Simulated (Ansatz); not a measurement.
Input and output of a self-consistent single point for a (111) slab of CaPt2 (cut from a parent of space group no. 227; 12 atoms in the cell) (Ansatz, an electronic-structure program).

Method: PBEsol, default PAW files made with PBE (plane waves; Ansatz).

```
CaPt2
1.0
    5.39004     0.00000     0.00000
    2.69502     4.66791     0.00000
    0.00000     0.00000    21.15159
Ca Pt
4 8
Direct
  0.47671   0.47671   0.38296
  0.14338   0.14338   0.33094
  0.81005   0.81005   0.59103
  0.47671   0.47671   0.53901
  0.97671   0.97671   0.46099
  0.97671   0.47671   0.46099
  0.47671   0.97671   0.46099
  0.81005   0.81005   0.35695
  0.31005   0.31005   0.66906
  0.31005   0.81005   0.66906
  0.81005   0.31005   0.66906
  0.14338   0.14338   0.56502
```

Reference input (self-consistent single point, DFT, PBEsol, plane waves, default PAW files made with PBE): basis.ecutwfc = 420 eV; kpoints.mp_grid.grid = 5 5 1; hamiltonian.xc = pbesol; hamiltonian.pseudopotentials = {kind: paw} (the program's default PAW files); scf.occupations.method = gaussian; scf.occupations.width = 0.1 eV. This run's input differs from it in these lines:

Ansatz 0.2 input:
```diff
@@ -22,3 +22,3 @@
 kpoints:
-  mp_grid: { grid: [5, 5, 1] }
+  mp_grid: { grid: [8, 8, 1] }
 hamiltonian:
```

Log, with long lists cut:

```
SCF iter   1: F=—  HF=-106251.291577 eV  |F-HF|=—  |Δ(HF+E_count)|=         —  Δρ=1.06e-2  dr2=1.26e1  ethr=1.77e-3  ⟨swp⟩=12.8  Hψ=5930  notcnv=0  defer=7
all-band conjugate gradients solve this SCF's bands
preconditioner: auto → LDOS
SCF iter   2: F=—  HF=-106250.925811 eV  |F-HF|=—  |Δ(HF+E_count)|=   3.66e-1  Δρ=7.65e-3  dr2=2.06e0  ethr=1.77e-3  ⟨swp⟩=2.0  Hψ=1353  notcnv=0  defer=108
   [... lines left out ...]
SCF iter   8: F=—  HF=-106250.849008 eV  |F-HF|=—  |Δ(HF+E_count)|=   2.35e-6  Δρ=4.14e-5  dr2=1.29e-5  ethr=1.25e-7  ⟨swp⟩=2.0  Hψ=1346  notcnv=0  defer=108
SCF iter   9: F=—  HF=-106250.849931 eV  |F-HF|=—  |Δ(HF+E_count)|=   9.23e-4  Δρ=1.99e-5  dr2=3.53e-6  ethr=6.99e-9  ⟨swp⟩=2.0  Hψ=1475  notcnv=0  defer=108
SCF iter  10: F=—  HF=-106250.849933 eV  |F-HF|=—  |Δ(HF+E_count)|=   1.54e-6  Δρ=7.80e-6  dr2=7.00e-7  ethr=1.92e-9  ⟨swp⟩=2.0  Hψ=1435  notcnv=0  defer=108
SCF iter  11: F=-106250.849934 eV  HF=-106250.849933 eV  |F-HF|=1.94e-7  |Δ(HF+E_count)|=   4.85e-7  Δρ=3.31e-6  dr2=8.20e-8  ethr=5.43e-11  ⟨swp⟩=13.1  Hψ=6013  notcnv=0
SCF 1 converged in 11 iterations: F = -106250.849934 eV  dr2 = 8.20e-8
Free energy (F): -106250.849934 eV
Internal energy: -106250.808348 eV  (E = F + TS)
E sigma→0 (E₀):  -106250.829141 eV
Entropy (-TS):   -0.041586 eV (-3.465 meV/atom)
Fermi energy:    4.281005 eV
--- Forces (eV/Å), atoms counted from 1 ---
  atom   1  Ca    -0.00000000     0.00000000     0.49510053
  atom   2  Ca     0.00000000    -0.00000000    -0.05929961
  atom   3  Ca     0.00000000     0.00000000     1.29724304
  atom   4  Ca     0.00000000     0.00000000     0.53412058
  atom   5  Pt     0.03933921     0.02271251    -0.02945004
  atom   6  Pt     0.00000000    -0.04542501    -0.02945004
  atom   7  Pt    -0.03933921     0.02271250    -0.02945004
  atom   8  Pt     0.00000000    -0.00000000     0.06556713
   [... lines left out ...]
  atom  12  Pt     0.00000000     0.00000000     0.37867757
--- Stress (GPa, compression-positive) ---
       -2.547101      -0.000000      -0.000000
       -0.000000      -2.547101      -0.000000
       -0.000000      -0.000000      -2.139726
  P = ⅓ Tr σ = -2.4113 GPa (-24.113 kbar)
  The stress holds the Pulay correction. Without it, at fixed plane waves, as pw.x and ABINIT print it: P = -2.4257 GPa
```

The run converged in 11 iterations. Against the reference run the free energy falls by 5.4 meV/atom and the largest force goes from 1.181 to 1.297 eV/Å.

The starting cell comes from a database of computed structures (which also holds hypothetical and non-ambient phases and stackings), without a prior relaxation at this level. The slab is cut from that crystal, and its faces are unrelaxed. Its lattice was rescaled by up to half a per cent. Spin-orbit coupling is off. Spin polarisation is off. The two faces of this cut differ, and no dipole correction was used. Forces in this geometry exceed 1 eV/Å.

Cost on one core of a shared machine: roughly 60 s.
